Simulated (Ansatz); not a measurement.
Consider LaNbO$_{4}$ (space group C2/c, No. 15).

```cif
data_La2Nb2O8
_chemical_formula_sum 'La2 Nb2 O8'
_space_group_name_H-M_alt 'P 1'
_space_group_IT_number 1
_cell_length_a 6.76339
_cell_length_b 6.76339
_cell_length_c 5.15637
_cell_angle_alpha 110.245
_cell_angle_beta 110.245
_cell_angle_gamma 115.208
loop_
_space_group_symop_operation_xyz
  'x, y, z'
loop_
_atom_site_label
_atom_site_type_symbol
_atom_site_fract_x
_atom_site_fract_y
_atom_site_fract_z
_atom_site_occupancy
La1 La 0.63052 0.36948 0.75000 1
La2 La 0.36948 0.63052 0.25000 1
Nb1 Nb 0.10033 0.89967 0.75000 1
Nb2 Nb 0.89967 0.10033 0.25000 1
O1 O 0.79639 0.73330 0.30736 1
O2 O 0.20361 0.26670 0.69264 1
O3 O 0.26670 0.20361 0.19264 1
O4 O 0.73330 0.79639 0.80736 1
O5 O 0.05567 0.64653 0.83944 1
O6 O 0.94433 0.35347 0.16056 1
O7 O 0.35347 0.94433 0.66056 1
O8 O 0.64653 0.05567 0.33944 1
```

Method: PBEsol, PAW, 420 eV (Ansatz, a quantum-chemistry and plane-wave program; no spin-orbit coupling).

For the base:

The smallest direct gap comes out as 3.81 eV, the band gap is 3.63 eV and the valence-band top at Γ is 0.00, -0.35, -0.55 eV. The density is 6.03 g/cm³. The shortest interatomic distance comes out as 1.854 Å.

Perturbation: cell and atoms relaxed at a pressure of 1.5 GPa.

Estimate the effect on the smallest direct gap.

The smallest direct gap falls by 0.02 eV, from 3.81 eV to 3.79 eV.

What happens to the band gap?

The band gap decreases by 0.02 eV (3.63 eV → 3.61 eV).

How does this affect the valence-band top at Γ?

The valence-band top at Γ (three highest levels, from the VBM) becomes 0.00, -0.37, -0.57 eV (base: 0.00, -0.35, -0.55 eV).

Estimate the effect on the density.

The density increases by 0.07 g/cm³ (6.03 g/cm³ → 6.10 g/cm³).

Estimate the effect on the shortest interatomic distance.

The shortest interatomic distance is nearly the same (1.854 Å against 1.853 Å).

Load acts through the strain it causes; cell and atoms are relaxed under it. Whether these cells are dynamically stable was not tested.
